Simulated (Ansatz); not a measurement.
# A computed series for ZrB2: response to strain

Take ZrB₂ (space group P6/mmm, No. 191; a = 3.155 Å, c = 3.506 Å; relaxed with 0.1 eV smearing) as the base. Axes: x lies along a and z along c of the hexagonal cell.

Strains are applied to the cell and any free atomic positions relax.

Computed with Ansatz (an electronic-structure program), PBEsol, PAW, cutoff 420 eV, without spin-orbit coupling.

Notes on the quantities. energy relative to the base: free energy F.

| uniaxial strain ε_xx (%) | energy relative to the base (meV/atom) |
|---|---|
| 0 | 0.0 |
| 0.5 | 0.5 |
| 1 | 1.8 |
| 1.5 | 4.0 |
| 2 | 7.1 |
| 2.5 | ? |
| 3 | 15.6 |

Question: Fit ΔE = Aε² + Bε³ (ε in %) to the rows shown and predict the withheld row.

Answer: Least squares on the printed values gives A = 1.84 and B = -0.037 meV/atom (largest residual 0.0 meV/atom); this predicts 11.0 meV/atom, and the run gives 11.0 meV/atom, in agreement.

Stability against distortions was not tested. The final runs are not spin-polarised.
